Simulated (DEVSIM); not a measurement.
Structure: CdTe p-n junction from an implanted or diffused profile, at 300 K.

| layer (left to right) | material | thickness (μm) | Nd (cm⁻³) | τn (s) | τp (s) |
|---|---|---|---|---|---|
| 1 | CdTe | 37.0 | 9.3e16 | 4.1e-10 | 4.1e-10 |

Added acceptor profile: 3e18 cm⁻³ × exp(−(x − 0 μm)²/(2·(0.16 μm)²)). Left contact: ohmic. Right contact: ohmic. Voltage is applied to the left contact. Recombination: SRH at mid-gap, radiative, Auger. Mobility is μmin + (μ − μmin)/(1 + (N/Nref)^α).

The device is made up for the run: typed textbook-type constants, with dimensions and the other settings drawn at random. Values at 300 K.

```
parameter        CdTe
-------------  ------
gap (eV)          1.5
affinity (eV)    4.28
permittivity     10.2
Nc (cm⁻³)        8e17
Nv (cm⁻³)      1.8e19
μn (cm²/Vs)      1000
μp (cm²/Vs)        80
μn,min            100
μp,min             10
Nref,n           1e17
Nref,p           1e17
αn                0.6
αp                0.6
B (cm³/s)       1e-10
Cn (cm⁶/s)      1e-30
Cp (cm⁶/s)      1e-30
```

DEVSIM, 1D drift-diffusion, Boltzmann statistics, complete ionisation; no tunnelling, impact ionisation, image-force lowering or self-heating.

The doping Nd of layer 1 was swept, all else fixed.

```csv
doping Nd of layer 1 (cm^-3),dark forward voltage at 1 A/cm² (V),potential step across the device at zero bias (V)
2.8e15,1.018,1.307
9.3e15,1.039,1.338
2.8e16,1.061,1.367
9.3e16,1.084,1.397
2.8e17,1.104,1.424
```

From the first row to the last the dark forward voltage at 1 A/cm² goes from 1.018 to 1.104. From the first row to the last the potential step across the device at zero bias goes from 1.307 to 1.424.
